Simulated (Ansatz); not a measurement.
Results of r²SCAN in Ansatz (plane waves, PAW) for SiC (model structure, started from the BN type, Pm-3n, No. 223, 12 atoms in the cell).

Numerical settings: plane-wave cutoff 560 eV, 6×6×6 k mesh, Fermi–Dirac smearing 0.01 eV, scalar-relativistic PAW data made under PBE.

Cell (relaxed at this level):

```
CELL_PARAMETERS angstrom
      5.32208     0.00000     0.00000
      0.00000     5.32208     0.00000
      0.00000     0.00000     5.32208
ATOMIC_POSITIONS crystal
  Si 0.25000 0.00000 0.50000
  Si 0.50000 0.25000 0.00000
  Si 0.50000 0.75000 0.00000
  Si 0.75000 0.00000 0.50000
  Si 0.00000 0.50000 0.75000
  Si 0.00000 0.50000 0.25000
  C  0.25000 0.50000 0.00000
  C  0.00000 0.25000 0.50000
  C  0.00000 0.75000 0.50000
  C  0.75000 0.50000 0.00000
  C  0.50000 0.00000 0.75000
  C  0.50000 0.00000 0.25000
```

**Question.** What does this level give for the band gap and direct gap at Γ?

**Answer.** 
band gap: 2.12 eV (on the SCF k mesh)
direct gap at Γ: 3.26 eV

Note: the relaxation could raise the start's symmetry but not lower it, so the cell can be a saddle point.

A model structure was made by putting elements into a prototype or built by hand; it is no filed structure, need not be a known phase, and can be a saddle point held by its symmetry.

Ansatz is a program for electronic structure.
